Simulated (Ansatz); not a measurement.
Take MgS in the rock salt structure (space group Fm-3m, No. 225; a = 5.182 Å) as the base. Axes: x, y, z lie along the cube axes.

All numbers come from DFT with PBEsol, PAW potentials and a 420 eV plane-wave cutoff in Ansatz (a quantum-chemistry and plane-wave program), no spin-orbit coupling.

Modification: uniaxial strain ε_zz = −3.00 %, all other strain components held at zero; the atoms relax in the strained cell.

Predict the stress tensor and what it implies for the stiffness.

Stress of the strained cell less that of the base (GPa, compression positive):
```
   1.31    0.00    0.00
   0.00    1.31    0.00
   0.00    0.00    5.48
```

Then −Δσ_ii/ε with ε = -0.0300 gives secant stiffness values (nonlinear terms included at this strain): C33 ≈ 183 GPa, C13 ≈ 44 GPa and C23 ≈ 44 GPa.

As a check, the harmonic strain energy −½ V₀ Δσ:ε is 8.9 meV/atom; the computed energy rise is 8.4 meV/atom.

Whether these cells are dynamically stable was not tested.
